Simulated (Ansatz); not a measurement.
Input and output of a zone-centre phonon calculation for CaMg (Pmma, 4 atoms in the cell) (Ansatz, a quantum-chemistry and plane-wave program).

Computed with LDA (PW92), default PAW files made with PBE (plane waves; Ansatz).

```
CaMg
1.0
    5.69089     0.00000     0.00000
    0.00000     3.90916     0.00000
    0.00000     0.00000     5.71262
Ca Mg
2 2
Cartesian
  4.26817   1.95458   4.25836
  1.42272   1.95458   1.45426
  4.26817   0.00000   1.38411
  1.42272   0.00000   4.32851
```

Reference input (self-consistent single point, DFT, LDA (PW92), plane waves, default PAW files made with PBE): basis.ecutwfc = 420 eV; kpoints.mp_grid.grid = 6 9 6; hamiltonian.xc = lda; hamiltonian.pseudopotentials = {kind: paw} (the program's default PAW files); scf.occupations.method = fermi_dirac; scf.occupations.width = 0.1 eV. This run's input differs from it in these lines:

Ansatz 0.2 input:
```diff
@@ -14,3 +14,3 @@
 kpoints:
-  mp_grid: { grid: [6, 9, 6] }
+  mp_grid: { grid: [6, 8, 6] }
 hamiltonian:
@@ -20,6 +20,4 @@
   occupations: { method: fermi_dirac, width: 0.1 }
-output:
-  forces: true
-  eigenvalues: true
-  stress: true
+phonons:
+  method: dfpt
```

Output, abridged:

```
SCF iter   1: F=—  HF=-7348.789679 eV  |F-HF|=—  |Δ(HF+E_count)|=         —  Δρ=4.52e-3  dr2=9.74e-3  ethr=1.77e-3  ⟨swp⟩=9.2  Hψ=22872  notcnv=0
all-band conjugate gradients solve this SCF's bands
automatic band count: the SCF goes on with 28 bands, as 24 were too few: the levels above may hold too much charge
preconditioner: auto → Kerker (q_TF=auto, 2.250 Å⁻¹)
SCF iter   2: F=—  HF=-7348.783329 eV  |F-HF|=—  |Δ(HF+E_count)|=   6.35e-3  Δρ=2.01e-3  dr2=2.39e-3  ethr=2.43e-5  ⟨swp⟩=2.0  Hψ=3998  notcnv=0
   [... lines left out ...]
SCF iter   6: F=—  HF=-7348.783110 eV  |F-HF|=—  |Δ(HF+E_count)|=   3.13e-8  Δρ=3.56e-6  dr2=1.78e-8  ethr=2.95e-10  ⟨swp⟩=2.9  Hψ=4340  notcnv=0
SCF iter   7: F=—  HF=-7348.783110 eV  |F-HF|=—  |Δ(HF+E_count)|=   4.95e-9  Δρ=9.14e-7  dr2=1.26e-9  ethr=4.44e-11  ⟨swp⟩=2.0  Hψ=3166  notcnv=0
SCF iter   8: F=—  HF=-7348.783110 eV  |F-HF|=—  |Δ(HF+E_count)|=  3.70e-10  Δρ=2.00e-7  dr2=1.05e-10  ethr=3.14e-12  ⟨swp⟩=2.0  Hψ=2557  notcnv=0
SCF iter   9: F=-7348.783110 eV  HF=-7348.783110 eV  |F-HF|=2.73e-12  |Δ(HF+E_count)|=  2.91e-11  Δρ=5.19e-8  dr2=5.08e-12  ethr=1.00e-12  ⟨swp⟩=6.3  Hψ=9263  notcnv=0
SCF 1 converged in 9 iterations: F = -7348.783110 eV  dr2 = 5.08e-12
DFPT response loops at Γ: preconditioner auto → Kerker (q_TF=auto, 2.250 Å⁻¹) (partly filled bands, converged f_vac=0.000) …
Free energy (F): -7348.783110 eV
Internal energy: -7348.662008 eV  (E = F + TS)
E sigma→0 (E₀):  -7348.722559 eV
Entropy (-TS):   -0.121103 eV (-30.276 meV/atom)
Fermi energy:    4.973245 eV
--- Phonons (Γ-DFPT): 6 representative perturbations + reference, on 80 of 288 k-points (Σ response iterations 18) ---
  k mesh reduced under 4 symmetry operations, with k and −k counted as one. Each operation leaves every solved displacement unchanged or reverses it
  ASR residual: 4.788e-4 → 0.000e0 eV/Å²; symmetrization residual: 4.258e-6 eV/Å²
  ASR residual per site (eV/Å²): 4.79e-4 4.79e-4 1.72e-5 1.72e-5
  Γ frequencies (cm⁻¹): 0.00 0.00 0.00 42.29 44.16 107.00 158.37 162.13 164.15 180.57 181.48 183.81
  non-analytic LO–TO correction: not included (Born effective charges unavailable; polar crystals: no LO–TO splitting at Γ)
```

The run converged in 9 iterations. 

Summary of the result:
- Free energy E − TS (on the zero of these files) = -7348.7831 eV
- Fermi level (on the code's own zero) = 4.97 eV
- Zone-centre frequencies (cm⁻¹; negative means imaginary) = 0, 0, 0, 42, 44, 107, 158, 162, 164, 181, 181, 184

The starting cell comes from a database of computed structures (which also holds hypothetical and non-ambient phases and stackings), without a prior relaxation at this level. Its lattice was rescaled by up to half a per cent.

Cost on one core of a shared machine: roughly 2 min.
